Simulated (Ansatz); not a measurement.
Take Hf in the hcp (Mg type) structure (space group P6_3/mmc, No. 194; relaxed with 0.1 eV smearing) as the base.

```yaml
crystal:
  lattice:
    - [3.15810, 0.00000, 0.00000]
    - [-1.57905, 2.73500, 0.00000]
    - [0.00000, 0.00000, 5.00450]
  atoms:
    - { symbol: Hf, position: [0.33333, 0.66667, 0.75000] }
    - { symbol: Hf, position: [0.66667, 0.33333, 0.25000] }
```

Cartesian axes are those of the cell as printed.

Level of theory: PBEsol (Ansatz, an electronic-structure program; PAW; 420 eV plane waves; no SOC).

Modification: tensor shear ε_xz = +0.32 % (engineering shear γ = 0.0064); the atoms relax in the strained cell.

**Question.** Predict the new stress and energy relative to the base.

**Answer.** The stress (xx, yy, zz, yz, xz, xy; compression positive) amounts to (0.0, 0.0, 0.0, 0.0, -0.3, 0.0) GPa; the energy hardly moves.

No phonon test of stability was made. All final runs are without spin polarisation.
